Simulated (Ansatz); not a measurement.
## ScAl3: response to strain

Base system: ScAl3 in the Cu3Au type structure (space group Pm-3m, No. 221; a = 4.0327 Å; relaxed with 0.1 eV smearing). Axes: x, y, z lie along the cube axes.

Strains are applied to the cell and any free atomic positions relax; under biaxial strain the out-of-plane vector relaxes too.

All numbers come from LDA/PAW in Ansatz (an electronic-structure program), spin-orbit coupling left out.

Notes on the quantities. energy relative to the base: free energy F; pressure: mean of the normal stresses, compression positive.

| change | out-of-plane strain | shortest interatomic distance | energy relative to the base | pressure |
|---|---|---|---|---|
| base | – | 2.852 Å | 0 meV/atom | 0.0 GPa |
| biaxial strain +0.60 %, plane normal [001], relaxed out of plane | -0.27 % | 2.856 Å | +0.8 meV/atom | -0.9 GPa |
| biaxial strain +1.20 %, plane normal [001], relaxed out of plane | -0.54 % | 2.861 Å | +3.2 meV/atom | -1.7 GPa |
| biaxial strain +1.80 %, plane normal [001], relaxed out of plane | -0.81 % | 2.866 Å | +7.0 meV/atom | -2.5 GPa |
| biaxial strain +2.40 %, plane normal [001], relaxed out of plane | -1.10 % | 2.871 Å | +12 meV/atom | -3.2 GPa |
| biaxial strain +3.00 %, plane normal [001], relaxed out of plane | -1.38 % | 2.875 Å | +19 meV/atom | -3.8 GPa |

Stability against distortions was not tested. All final runs are without spin polarisation.
